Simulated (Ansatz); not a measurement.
# How a calculation on MoS₂ (R3m, 3 atoms in the cell) responds to its settings

```
MoS2
1.0
    1.57686     0.91040     6.41987
   -1.57686     0.91040     6.41987
    0.00000    -1.82081     6.41987
Mo S
1 2
Direct
  0.99978   0.99978   0.99978
  0.41294   0.41294   0.41294
  0.25330   0.25330   0.25330
```

Base run A: Ansatz (a first-principles code) with PBE, PAW files, self-consistent single point.

Its settings: basis.ecutwfc = 420 eV; kpoints.mp_grid.grid = 6 6 6; hamiltonian.xc = pbe; hamiltonian.pseudopotentials = {kind: paw} (the program's default PAW files); scf.occupations.method = fixed.

The starting cell comes from a database of computed structures (which also holds hypothetical and non-ambient phases and stackings), without a prior relaxation at this level. Its lattice was rescaled by a random factor within 2.5 % of one. In the base run, with a pressure of about 6 GPa the cell is away from its equilibrium volume at this level. Ansatz's pressure includes its estimate of the finite-basis (Pulay) stress.

ΔF is the free energy per atom less that of run A. A dash stands where there is no value to compare (another energy zero or no entropy term, no result, no spin, no clean gap, or a mesh too coarse for one). Total energies depend on the potentials, the functional and any Hubbard or dispersion term, so they are compared only between runs that share all of them.

In some runs the Pulay estimate is large (up to 3 GPa), a sign of a cutoff far from converged.

Runs:
- B: kpoints.mp_grid.grid: 6 6 6 → 3 3 3; hamiltonian.xc: pbe → hse06 [HSE06]
- C: kpoints.mp_grid.grid: 6 6 6 → 3 3 3
- D: kpoints.mp_grid.grid: 6 6 6 → 4 4 4; hamiltonian.xc: pbe → hse06 [HSE06]
- E: kpoints.mp_grid.grid: 6 6 6 → 4 4 4
- F: kpoints.mp_grid.grid: 6 6 6 → 5 5 5; hamiltonian.xc: pbe → hse06 [HSE06]
- G: kpoints.mp_grid.grid: 6 6 6 → 5 5 5
- H: kpoints.mp_grid.grid: 6 6 6 → 3 3 3; hamiltonian.xc: pbe → pbe0 [PBE0]
- I: kpoints.mp_grid.grid: 6 6 6 → 4 4 4; hamiltonian.xc: pbe → pbe0 [PBE0]
- J: kpoints.mp_grid.grid: 6 6 6 → 5 5 5; hamiltonian.xc: pbe → pbe0 [PBE0]
- K: basis.ecutwfc: 420 eV → 295 eV; kpoints.mp_grid.grid: 6 6 6 → 4 4 4; hamiltonian.xc: pbe → hse06 [HSE06]
- L: kpoints.mp_grid.grid: 6 6 6 → 4 4 4; hamiltonian.xc: pbe → b3lyp [B3LYP]
- M: kpoints.mp_grid.grid: 6 6 6 → 4 4 4; hamiltonian.xc: pbe → hse06; kpoints.mp_grid.shift: default → 0.5 0.5 0.5 [HSE06]
- N: kpoints.mp_grid.grid: 6 6 6 → 4 4 4; hamiltonian.xc: pbe → hse06; hamiltonian.dispersion: default → d3bj [HSE06-D3BJ]

```csv
run,ΔF (meV/atom),pressure (GPa),largest force (eV/Å),k-points
A,0.00,5.71,0.659,32
B,–,0.80,0.044,6
C,-8.3,5.44,0.451,6
D,–,0.74,0.109,13
E,-19.9,5.31,0.623,13
F,–,1.15,0.155,19
G,0.02,5.73,0.659,19
H,–,0.72,0.034,6
I,–,0.68,0.116,13
J,–,1.09,0.164,19
K,–,0.91,0.126,13
L,–,7.56,0.582,13
M,–,0.74,0.109,10
N,–,-3.50,0.116,13
```

Run J against A: The pressure goes from 5.71 to 1.09 GPa and the largest force goes from 0.659 to 0.164 eV/Å.

Run M against A: The pressure goes from 5.71 to 0.74 GPa and the largest force goes from 0.659 to 0.109 eV/Å.

Run F against A: The pressure goes from 5.71 to 1.15 GPa and the largest force goes from 0.659 to 0.155 eV/Å.

Keys are those of Ansatz 0.2.
